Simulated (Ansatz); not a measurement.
The parent structure is NaVSe2 (space group R-3m, No. 166; a = 3.7039 Å, c = 20.4647 Å (hexagonal axes); ferromagnetic; a model cell, its experimental status unchecked; relaxed with 0.1 eV smearing). Axes: x lies along a and z along c of the hexagonal cell.

Computed with PBEsol, PAW, 420 eV (Ansatz, an electronic-structure program; no spin-orbit coupling).

Before the change:

| Property | Result |
|---|---|
| Pressure | 0.0 GPa |
| Magnetic state | ferromagnetic |

The change: tensile biaxial strain of 1.46 % in the plane normal to [001], as in epitaxy on a mismatched substrate; the out-of-plane cell vector and the atoms relax.

Estimate the effect on the pressure.

The pressure (mean of the normal stresses, compression positive) goes from zero to -1.0 GPa.

What happens to the out-of-plane strain?

The out-of-plane strain amounts to -1.28 %.

What does the calculation give for the energy relative to the base after the change?

The energy goes up by 2.7 meV/atom.

Estimate the effect on the magnetic state.

The magnetic state remains ferromagnetic.

The magnetic state is the one reached from the starting moments; the real material's order can differ, and small cells can't hold many antiferromagnetic ones. Stability against distortions was not tested.
